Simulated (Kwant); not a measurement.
Model system: Ge/Si0.2Ge0.8 stack with 2 barriers. One parabolic valley. Leads of mass 0.12 mₑ with the band edge at 0; grid 0.1 nm; bias 0 V, dropping linearly over the stack.

```json
[
 {"layer": "1", "thickness (nm)": "2.5", "band offset (eV)": "0.12", "mass (mₑ)": "0.14"},
 {"layer": "2", "thickness (nm)": "5.7", "band offset (eV)": "0", "mass (mₑ)": "0.12"},
 {"layer": "3", "thickness (nm)": "2.5", "band offset (eV)": "0.12", "mass (mₑ)": "0.14"}
]
```

Constants are typed, rounded textbook-type inputs, not results; the design itself was drawn at random and stands for no fabricated device.

Computed with Kwant: one-band effective-mass tight-binding model in one dimension, coherent, no space charge.

Sweep values stay those of the base run.

The thickness of the first barrier was swept, all else fixed.

```tsv
thickness of the first barrier (nm)	transmission at E = 180.0 meV	transmission at E = 135.0 meV	mean transmission over the sweep	transmission at E = 44.89 meV
1.5	0.69	0.81	0.40	0.23
2	0.57	0.88	0.37	0.17
2.5	0.47	0.93	0.33	0.11
3	0.41	0.96	0.29	0.068
3.5	0.37	0.96	0.26	0.041
```

From the first row to the last the transmission at E = 180.0 meV goes from 0.69 to 0.37. From the first row to the last the transmission at E = 135.0 meV goes from 0.81 to 0.96.
